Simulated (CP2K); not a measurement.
A self-consistent single point of ZnSb2 (P-4n2, 6 atoms in the cell) with CP2K.

Method: r2SCAN, GPW, DZVP-MOLOPT-SR-GTH basis, GTH-PBE potentials (GTH_POTENTIALS) (CP2K 2026.2).

```xyz
6
Lattice="6.9768 0.0000 0.0000 0.0000 6.9768 0.0000 0.0000 0.0000 3.2940" Properties=species:S:1:pos:R:3 pbc="T T T"
Zn     3.4884     3.4884     1.6470
Zn     0.0000     0.0000     0.0000
Sb     5.9505     2.4620     0.8235
Sb     2.4620     1.0264     2.4705
Sb     1.0264     4.5148     0.8235
Sb     4.5148     5.9505     2.4705
```

Reference input (self-consistent single point, DFT PBEsol, GPW, DZVP-MOLOPT-SR-GTH basis, GTH-PBE potentials (GTH_POTENTIALS)): CUTOFF = 600 Ry; REL_CUTOFF = 50 Ry; SMEAR/METHOD = GAUSSIAN; SIGMA = 0.05 eV; KPOINTS/SCHEME = MACDONALD 4 4 7 0 0 0.07142857143; XC_FUNCTIONAL = PBE:PBESOL; Zn/BASIS_SET = DZVP-MOLOPT-SR-GTH; Zn/POTENTIAL = GTH-PBE-q12; Sb/BASIS_SET = DZVP-MOLOPT-SR-GTH; Sb/POTENTIAL = GTH-PBE-q5; METHOD = GPW; EPS_DEFAULT = 1e-10. This run's input differs from it in these lines:

```diff
@@ -16,3 +16,3 @@
     &MGRID
-      CUTOFF 600
+      CUTOFF 800
       REL_CUTOFF 50
@@ -43,5 +43,6 @@
       &XC_FUNCTIONAL
-        &PBE
-          PARAMETRIZATION PBESOL
-        &END PBE
+        &MGGA_X_R2SCAN
+        &END MGGA_X_R2SCAN
+        &MGGA_C_R2SCAN
+        &END MGGA_C_R2SCAN
       &END XC_FUNCTIONAL
```

The program printed (abridged):

```
 SCF WAVEFUNCTION OPTIMIZATION

  Step     Update method      Time    Convergence         Total energy    Change
     1 NoMix/Diag. 0.30E+00      -     1.24828779      -141.8461561813 -1.42E+02
     2 Broy./Diag. 0.30E+00      -     0.09335451      -142.7812290677 -9.35E-01
     3 Broy./Diag. 0.30E+00      -     0.02380862      -141.8257148179  9.56E-01
     4 Broy./Diag. 0.30E+00      -     0.00844787      -141.5618321595  2.64E-01
     5 Broy./Diag. 0.30E+00      -     0.00828951      -141.4991340923  6.27E-02
     6 Broy./Diag. 0.30E+00      -     0.00153267      -141.5415817186 -4.24E-02
   [... 5 lines left out ...]
    12 Broy./Diag. 0.30E+00      -     0.00000026      -141.5412460477 -3.72E-05
    13 Broy./Diag. 0.30E+00      -     0.00000023      -141.5412430359  3.01E-06
    14 Broy./Diag. 0.30E+00      -     0.00000015      -141.5412409293  2.11E-06
    15 Broy./Diag. 0.30E+00      -     0.00000006      -141.5412404381  4.91E-07
  *** SCF run converged in    15 steps ***

  Overlap energy of the core charge distribution:               0.00000000166309
  Self energy of the core charge distribution:               -207.11326486768084
  Core Hamiltonian energy:                                     60.31706423539484
  Hartree energy:                                              27.07652338437035
  Exchange-correlation energy:                                -21.82135659431089
  Smearing free energy correction:                             -0.00020659748437
  Fermi energy:                                                 0.16501965435598

  Total energy:                                              -141.54124043812160
  Total energy (extrapolated to sigma->0):                   -141.54113713937943

   [... lines left out ...]

 STRESS| Analytical stress tensor [bar]
 STRESS|                        x                   y                   z
 STRESS|      x       -3.27133568552E+04  -3.85469783949E-03  -1.68404006687E-02
 STRESS|      y       -3.85469783949E-03  -3.27133349165E+04   7.23106908896E-05
 STRESS|      z       -1.68404006687E-02   7.23106908896E-05  -9.90866333200E+03
 STRESS| 1/3 Trace                                            -2.51117850346E+04
```

The run converged in 15 iterations. Against the reference run the pressure goes from -2.89 to -2.51 GPa and the largest force goes from 0.096 to 0.157 eV/Å.

The starting cell comes from a database of computed structures (which also holds hypothetical and non-ambient phases and stackings), without a prior relaxation at this level. Its lattice was rescaled by a random factor within 2.5 % of one. Values carry the incompleteness of an atom-centred basis. The potentials were made for another functional than the one used. The run gives no clean gap (levels at the Fermi energy touch, overlap or are partly filled at this smearing), which alone does not show that the compound is a metal.

Cost on one core of a shared machine: roughly 2 min.
